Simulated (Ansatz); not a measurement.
We consider NH4Br (P-43m, No. 215, 6 atoms in the cell; start COD 1008127), described by HSE06 (Ansatz, a first-principles code, PAW).

Settings: plane-wave cutoff 460 eV, 6×6×6 k mesh, Fermi–Dirac smearing 0.01 eV, scalar-relativistic PAW data made under PBE.

Cell (measured lattice):

```cif
data_H4BrN
_chemical_formula_sum 'N1 Br1 H4'
_space_group_name_H-M_alt 'P 1'
_space_group_IT_number 1
_cell_length_a 4.00000
_cell_length_b 4.00000
_cell_length_c 4.00000
_cell_angle_alpha 90.000
_cell_angle_beta 90.000
_cell_angle_gamma 90.000
loop_
_space_group_symop_operation_xyz
  'x, y, z'
loop_
_atom_site_label
_atom_site_type_symbol
_atom_site_fract_x
_atom_site_fract_y
_atom_site_fract_z
_atom_site_occupancy
N1 N 0.00000 0.00000 0.00000 1
Br1 Br 0.50000 0.50000 0.50000 1
H1 H 0.14800 0.14800 0.14800 1
H2 H 0.14800 0.85200 0.85200 1
H3 H 0.85200 0.85200 0.14800 1
H4 H 0.85200 0.14800 0.85200 1
```

Question: What does this level give for the band gap and smallest direct gap on the k points sampled?

Answer: 
- band gap: 5.45 eV (on the SCF k mesh) (indirect)
- smallest direct gap on the k points sampled: 5.54 eV

Note: the file's cell can be that of a phase stable at another temperature; cell and atoms aren't relaxed at this level (largest force component 0.11 eV/Å, pressure 1.6 GPa).

Spin–orbit coupling is not included.

The computed numbers hold no vibrational or temperature effects.

Computing time: around 70 core-seconds (rough).
